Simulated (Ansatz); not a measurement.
Ru on the 1x1 (10-10) surface of wurtzite ZnO (cut with top plane O + Zn), one in a 2x1 cell, energies for each (34.7 Å²). Energies are against an atom of hcp Ru, without zero-point or thermal terms; each row is named by its start (#2, #3: further inequivalent places of a kind). No converged result for: 4 more starts.

Host crystal: wurtzite ZnO, with a band gap (PBE, scalar-relativistic without spin-orbit coupling).

All values below come from PBE (plane waves to 420 eV, PAW; Ansatz, a first-principles code).

Set-up: 33 atoms, 9.4 Å thick at the start under the adsorbate (thin: gaps and levels are the slab's own); mesh 3x4x1; 0.01 eV smearing; dipole correction on; 16 atoms held, the rest relaxed; each run with such symmetry as its start has; spin-polarised, no spin-orbit, no U, no dispersion correction.

A negative adsorption energy means that the adsorbate is more stable on the surface than in its reference. Starts that drift may end in the same place. Heights count from the host atoms within 0.3 Å of the top one. Moments of ungapped slabs depend on the mesh.

```csv
starting site,E_ads (eV),height (Å),nearest host atom (Å),bonded to,change of the vacuum step (eV),lateral drift (Å),moment (μB)
hollow O-O-Zn-Zn-Zn,4.70,1.34,O 2.11,2 O + 3 Zn,-0.88,0.7,2.2
hollow beside O (the adsorbate broke or entered a bond of the host),4.54,1.18,O 1.91,O + 3 Zn,-1.00,0.3,2.2
bridge Zn-Zn (span 3.3 Å),4.70,1.34,O 2.11,2 O + 3 Zn,-0.87,1.3,2.2
bridge Zn-Zn (span 3.3 Å) #2 (the adsorbate broke or entered a bond of the host),4.56,1.50,O 1.89,O + 3 Zn,-1.32,1.4,2.1
```
